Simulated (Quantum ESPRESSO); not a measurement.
# Habitual settings against a tight run: CoReO4 (Cmmm, 6 atoms in the cell)

Self-consistent single point.

```xyz
6
Lattice="3.2039 3.3586 0.0000 -3.2039 3.3586 0.0000 0.0000 0.0000 2.8962" Properties=species:S:1:pos:R:3 pbc="T T T"
Co     0.0000     0.0000     0.0000
Re    -3.2039     0.0000    -1.4481
O     -3.2039    -1.4113     0.0000
O     -3.2039     1.4113     0.0000
O     -1.2961     0.0000    -1.4481
O     -5.1117     0.0000    -1.4481
```
Moments meant for the start (each program seeds them in its own way; μB, in the order of the atoms Co Re O O O O): 3.0 0.0 0.0 0.0 0.0 0.0.

Level of theory: LDA (PZ)+U, GBRV 1.5 ultrasoft (LDA) pseudopotentials (plane waves; Quantum ESPRESSO 7.5).

Base settings: ecutwfc = 50 Ry; ecutrho = 400 Ry; occupations = smearing; smearing = fd; degauss = 0.0073499 Ry; nspin = 2; potentials = {Co: co_lda_v1.2.uspp.F.UPF, Re: re_lda_v1.2.uspp.F.UPF, O: o_lda_v1.2.uspp.F.UPF}; K_POINTS = automatic 5 5 8 0 0 0; HUBBARD = atomic; U Co-3d 3.32 eV; conv_thr = 1e-10 Ry; mixing_beta = 0.4.

Tight run (finer mesh or higher cutoff; not a proven limit): ecutwfc: 50 Ry → 70 Ry; ecutrho: 400 Ry → 560 Ry; conv_thr: 1e-10 Ry → 7.3e-11 Ry; K_POINTS: automatic 5 5 8 0 0 0 → automatic 7 7 11 0 0 0. It gave Fermi level (on the code's own zero) 11.58 eV; pressure -15.41 GPa; largest force (vector length) 2.110 eV/Å; size of the cell's spin moment 2.39 μB; site moments (μB, in the program's spheres or projections) Co 2.24, Re -0.13, O 0.03, O 0.03, O 0.09, O 0.09; Hubbard energy 1.857 eV.

Quick runs, as changes from the base:
- A: the base itself
- B: ecutwfc: 50 Ry → 30 Ry; ecutrho: 400 Ry → 240 Ry; smearing: fd → gauss; degauss: 0.0073499 Ry → 0.036749 Ry; pseudopotentials: {Co: co_lda_v1.2.uspp.F.UPF, Re: re_lda_v1.2.uspp.F.UPF, O: o_lda_v1.2.uspp.F.UPF} → {Co: co_pbesol_v1.2.uspp.F.UPF, Re: re_pbesol_v1.2.uspp.F.UPF, O: o_pbesol_v1.2.uspp.F.UPF}; K_POINTS: automatic 5 5 8 0 0 0 → automatic 3 3 3 0 0 0 [PBEsol+U]
- C: ecutwfc: 50 Ry → 30 Ry; ecutrho: 400 Ry → 240 Ry; degauss: 0.0073499 Ry → 0.0099958 Ry; conv_thr: 1e-10 Ry → 7.3e-05 Ry; K_POINTS: automatic 5 5 8 0 0 0 → automatic 1 1 1 0 0 0

Energies are extrapolated to zero smearing width, which holds to low order in the width alone (under cold and Methfessel-Paxton smearing the free energy itself is taken).

Dashes: energy of B, another energy zero; pressure of C, not trusted under this conv_thr with d or f elements.

† marks runs with another functional, U, potentials or spin treatment: their distance from the tight run is not a convergence error alone.

The count of work is k-points × plane waves × bands × iterations; it is no time. Core times come from one kind of shared machine and are given to one figure; runs under 30 s give none.

The starting cell comes from a database of computed structures (which also holds hypothetical and non-ambient phases and stackings), without a prior relaxation at this level. Its lattice was rescaled by a random factor within 2.5 % of one. With one magnetic atom in the cell only a parallel order is possible. With U or open f shells several self-consistent states can exist. In the base run, with a pressure of about -16 GPa the cell is away from its equilibrium volume at this level. In the base run, forces exceed 1 eV/Å.

```
run  energy less tight (meV/atom)  pressure less tight (GPa)  largest miss in a force vector (eV/Å)  size of the net moment less tight (μB/atom)  count of work / tight  core time / tight (rough)
---  ----------------------------  -------------------------  -------------------------------------  -------------------------------------------  ---------------------  -------------------------
A                             9.3                      -0.25                                  0.010                                         0.00                   0.28                        0.1
B†                              –                     -17.63                                  0.575                                         0.04                  0.024                        0.1
C                           766.7                          –                                  3.516                                        -0.04                 0.0014                       0.04
```

Among the runs at the tight run's level, the energy misses run from 9.3 to 766.7 meV/atom.

Left out of this page: 3 runs of the series outside the window shown, repeating another row's setting, or not comparable.
